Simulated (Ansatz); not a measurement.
Start from a 28-atom supercell of Ti in the hcp (Mg type) structure (space group P6_3/mmc, No. 194; a = 2.901 Å, c = 4.591 Å) at its relaxed geometry.

Calculations: plane-wave PAW DFT at the PBEsol level (Ansatz, a quantum-chemistry and plane-wave program, 420 eV), no SOC.

For the base:

| Quantity | Value |
|---|---|
| Mean distance from the defect site to its nearest host atoms | 2.84 Å |
| Pressure | 0.0 GPa |

Modification: a neutral Ti vacancy, atoms relaxed at fixed cell, starting from a slightly rattled geometry.

Task: Predict the new formation energy, mean distance from the defect site to its nearest host atoms and pressure.

Result: The formation energy E(defect cell) − (N_defect/N_perfect) E(perfect cell), N the atom counts amounts to 2.2 eV; the mean distance from the defect site to its nearest host atoms drops by 0.04 Å to 2.80 Å; the pressure goes from zero to -1.7 GPa.

The cell is small, so the values are those of an ordered compound at a high defect concentration; dilute-limit values will differ. The final runs are not spin-polarised. The defect cell is not spin-polarised.
